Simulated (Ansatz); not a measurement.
An Ansatz (a quantum-chemistry and plane-wave program) run: Pd with a change (Pd → Cd); plane-wave PAW DFT at the PBEsol level (Ansatz, 420 eV), scalar-relativistic without spin-orbit coupling.

Input:

Ansatz 0.2 input:
```yaml
crystal:
  lattice:
    - [0, 2.1876838175, 2.1876838175]
    - [2.1876838175, 0, 2.1876838175]
    - [2.1876838175, 2.1876838175, 0]
  atoms:
    - { symbol: Cd, position: [0, 0, 0] }
basis: { ecutwfc: 420, ecutrho_ratio: 4, xc_grid: 2, fft_grid_basis: typed }
kpoints: { mp_grid: { grid: [18, 18, 18] } }
hamiltonian:
  xc: pbesol
  dispersion: none
  pseudopotentials: { kind: paw }
scf: { occupations: { method: fermi_dirac, width: 0.05 }, convergence: { dr2_threshold: 0.0000000001 } }
output: { forces: true, stress: true }
checkpoint: { write: state.ck, write_every: 1000 }
```

Output (explanatory and most iteration lines left out):

```
Pseudopotential: Cd, paw, valence charge 20
Crystal: 1 atoms, lattice volume = 20.940 Å³
Basis set: ecut = 420 eV, 411 PW (Γ), exchange–correlation on 48×48×48 points (8 copies of the dense FFT grid, shifted against one another)
Bands: 14, of which v1, the nominal top of the filled ones, is band 10 counted from 1 (9 counted from 0)
Symmetry: 48 space group operations
Space group: Fm-3m (ITA 225), of the structure as read, at distance tolerance 2.8e-5 Å
k-points: 195 of 5832
Functional: x = pbesol(κ = 0.804, μ = 0.12345679012345678), c = pbesol(β = 0.046)
SCF iter   1: F=—  HF=-8184.050499 eV  |F-HF|=—  |Δ(HF+E_count)|=         —  Δρ=5.92e-3  dr2=6.01e-3  ethr=1.77e-3  ⟨swp⟩=5.6  Hψ=14070  notcnv=0
SCF iter   2: F=—  HF=-8184.048632 eV  |F-HF|=—  |Δ(HF+E_count)|=   1.87e-3  Δρ=1.90e-3  dr2=4.15e-4  ethr=3.01e-5  ⟨swp⟩=2.2  Hψ=6251  notcnv=0  defer=1
SCF 1 converged in 6 iterations: F = -8184.048484 eV  dr2 = 2.07e-12
SCF converged after 6 iterations
Free energy (F): -8184.048484 eV
Internal energy: -8184.045880 eV  (E = F + TS)
E sigma→0 (E₀):  -8184.047182 eV
Entropy (-TS):   -0.002604 eV (-2.604 meV/atom)
Fermi energy:    14.981301 eV
--- Forces (eV/Å), atoms counted from 1 ---
  atom   1  Cd     0.00000000     0.00000000     0.00000000
--- Stress (GPa, compression-positive) ---
       -0.002426       0.000000      -0.000000
       -0.000000      -0.002426      -0.000000
       -0.000000       0.000000      -0.002426
  P = ⅓ Tr σ = -0.0024 GPa (-0.024 kbar)
```

Stability against distortions was not tested. The cell was made from Pd by this change: Pd → Cd; the result is a model cell, its experimental status unchecked. This is not the structure that Cd has at room temperature and ambient pressure.
